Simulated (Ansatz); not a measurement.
Partial pair distribution functions of a relaxed model of amorphous Si39O54C12, broadened by 0.06 Å; density 2.30 g/cm³. Calculation: PBE, scalar-relativistic without spin-orbit coupling (plane waves to 420 eV, PAW; Ansatz, an electronic-structure program).

The cell was made by melting and quenching with the CHGNet potential and then relaxed with DFT. O atoms were pushed apart under 1.9 Å during the dynamics, to hinder bonds among them. The hot cell started wider than the set density and was brought back towards it in steps. It is the lowest in DFT energy of 4 quenches. It is a model cell: composition and starting density were chosen by hand, and all elements were melted together. No dispersion term was used. Its density started from a set value of 2.32 and ended at 2.30 g/cm³. The simulated quench (nominally 400 K/ps over its main leg) is rapid and tends to freeze in more defects than a deposited or slowly cooled glass has. A cell of this size samples the disorder only roughly. Volume and shape were free in the relaxation.

| r (Å) | g Si-O | g Si-Si | g O-O | g C-C |
|---|---|---|---|---|
| 1.10 | 0.00 | 0.00 | 0.00 | 0.00 |
| 1.20 | 0.00 | 0.00 | 0.00 | 0.33 |
| 1.30 | 0.00 | 0.00 | 0.00 | 9.07 |
| 1.40 | 0.03 | 0.00 | 0.00 | 19.13 |
| 1.50 | 1.25 | 0.00 | 0.00 | 19.20 |
| 1.60 | 10.34 | 0.00 | 0.00 | 9.54 |
| 1.70 | 9.01 | 0.00 | 0.00 | 4.05 |
| 1.80 | 0.97 | 0.00 | 0.00 | 0.54 |
| 1.90 | 0.03 | 0.00 | 0.00 | 0.12 |
| 2.00 | 0.08 | 0.00 | 0.00 | 1.86 |
| 2.10 | 0.05 | 0.00 | 0.01 | 2.11 |
| 2.20 | 0.00 | 0.09 | 0.10 | 2.13 |
| 2.30 | 0.04 | 0.64 | 0.10 | 1.92 |
| 2.40 | 0.07 | 1.10 | 0.19 | 2.61 |
| 2.50 | 0.12 | 1.28 | 1.46 | 2.25 |
| 2.60 | 0.12 | 0.40 | 4.50 | 2.88 |
| 2.70 | 0.03 | 0.29 | 4.91 | 1.92 |
| 2.80 | 0.11 | 0.72 | 1.91 | 0.72 |
| 2.90 | 0.31 | 1.31 | 0.86 | 1.47 |
| 3.00 | 0.40 | 2.00 | 0.88 | 1.37 |
| 3.10 | 0.53 | 2.63 | 0.85 | 0.41 |
| 3.20 | 0.99 | 2.31 | 0.56 | 0.71 |
| 3.30 | 1.18 | 1.09 | 0.62 | 2.55 |
| 3.40 | 0.99 | 0.62 | 0.59 | 2.42 |
| 3.50 | 1.03 | 0.70 | 0.67 | 0.36 |
| 3.60 | 1.40 | 0.57 | 0.45 | 0.93 |
| 3.70 | 1.53 | 0.42 | 0.60 | 2.31 |
| 3.80 | 1.43 | 0.51 | 0.61 | 0.80 |
| 3.90 | 1.28 | 0.64 | 0.52 | 0.68 |
| 4.00 | 1.61 | 0.80 | 0.78 | 0.08 |
| 4.10 | 1.69 | 1.16 | 0.94 | 0.13 |
| 4.20 | 1.53 | 1.08 | 0.83 | 1.07 |
| 4.30 | 1.35 | 1.05 | 0.94 | 1.11 |
| 4.40 | 0.93 | 1.08 | 1.19 | 0.43 |
| 4.50 | 0.91 | 0.92 | 1.18 | 0.02 |
| 4.60 | 0.82 | 1.36 | 1.08 | 0.09 |
| 4.70 | 0.66 | 1.11 | 1.00 | 0.76 |
| 4.80 | 0.58 | 1.07 | 1.11 | 0.85 |
| 4.90 | 0.74 | 1.22 | 1.44 | 1.15 |
| 5.00 | 0.89 | 1.28 | 1.49 | 0.73 |
| 5.10 | 0.83 | 1.21 | 1.38 | 0.66 |
| 5.20 | 0.85 | 1.16 | 1.20 | 0.95 |
| 5.30 | 0.79 | 1.23 | 1.08 | 0.76 |
| 5.40 | 0.89 | 1.19 | 0.89 | 1.08 |

Within 2.12 Å each Si has 2.64 O neighbours on average.
